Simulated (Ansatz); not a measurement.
Cells marked so need not be the phases stable at ambient conditions, and some may be hypothetical.

No gap correction and no spin-orbit coupling; mid-gap values are interpolated between computed energies.

A. MgTe (Fm-3m, rock salt, not sure to be the ambient phase, 2 atoms a cell, 26.3 Å³ an atom), along the normal of (111)
B. CaSnO3 (R-3, not sure to be the ambient phase, 10 atoms a cell, 13.5 Å³ an atom), along the normal of (110)
C. KAuF$_{4}$ (I4/mcm, not sure to be the ambient phase, 12 atoms a cell, 17.0 Å³ an atom), along the normal of (110)
D. TiZnO3 (R-3, not sure to be the ambient phase, 10 atoms a cell, 10.7 Å³ an atom, -8 GPa at this level), along the normal of (001)

### Question
Put the candidates in order of mid-gap decay constant of the slowest evanescent state, highest first, for Ansatz (a program for electronic structure) with PBEsol.

### Answer
C (0.62 1/Å), D (0.35 1/Å), B (0.28 1/Å), A (0.07 1/Å)
